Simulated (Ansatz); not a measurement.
An ideal cubic perovskite cell is held by its symmetry; such compounds can tilt or shift off centre at room temperature.

Inside the gap of an insulator the Bloch states are evanescent, with a wavenumber k + iκ along the transport direction.

Input:

```yaml
crystal:
  lattice:
    - [4.00768, 0.00000, 0.00000]
    - [0.00000, 5.66772, 0.00000]
    - [0.00000, 2.83386, 2.83386]
  atoms:
    - { symbol: Ba, position: [0.50000, 0.50000, 0.00000] }
    - { symbol: Ti, position: [0.00000, 0.00000, 0.00000] }
    - { symbol: O, position: [0.00000, 0.50000, 0.50000] }
    - { symbol: O, position: [0.00000, 0.00000, 0.50000] }
    - { symbol: O, position: [0.50000, 0.00000, 0.00000] }
```

The cell is taken as given; by PBEsol it stands under a pressure of -4.8 GPa.

Transport runs along the normal of the first two printed cell vectors, the (110) plane of the conventional cell.

No gap correction and no spin-orbit coupling; mid-gap is the computed energy nearest the middle.

Question: Give the band gap and the smallest decay constant κ at mid-gap that Ansatz (an electronic-structure program) with PBEsol yields.

Answer: Gap 1.76 eV on a 10×10×10 mesh; κ = 0.215 1/Å, at the zone centre.
